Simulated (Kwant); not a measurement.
Model system: quantum point contact (saddle potential) in a Si two-dimensional gas. Effective mass 0.19 mₑ, grid spacing 3.3 nm, hard walls, nominal width 100 nm (31 grid rows, so walls 105.6 nm apart), one parabolic valley, scattering region 300 nm long along x; energies count from the band bottom; Fermi energy 0.00407 eV. Potential (V0 + ½k y²) cos²(πx/L) for |x| < L/2, with V0 swept from 0.0042735 to 0 eV, k = 9.9e-06 eV/nm², L = 70 nm.

The device is made up for the run: typed textbook-type constants, with dimensions and the other settings drawn at random.

Model: effective-mass tight-binding model on a square grid, one spin, coherent transport at 0 K (Kwant). Conductance is in e²/h.

**Question.** Compare with the saddle-point formula G = Σ 1/(1 + exp(−2π(E − V0 − ħωy(n + ½))/ħωx)), taking ħωy = ħ√(k/m) and ħωx from the curvature along x of V0 plus half of the mode's confinement energy.

**Answer.** ħωy = 1.99 meV; at V0 = 3.47 meV the lowest mode has ħωx = 2.53 meV.

```tsv
V0 (meV)	formula	simulation
4.03	0.10	0.10
3.47	0.28	0.29
2.91	0.62	0.65
2.35	0.93	0.95
1.80	1.11	1.12
1.24	1.39	1.41
```

The formula takes a parabolic saddle in the continuum; the run has the full potential on a grid.
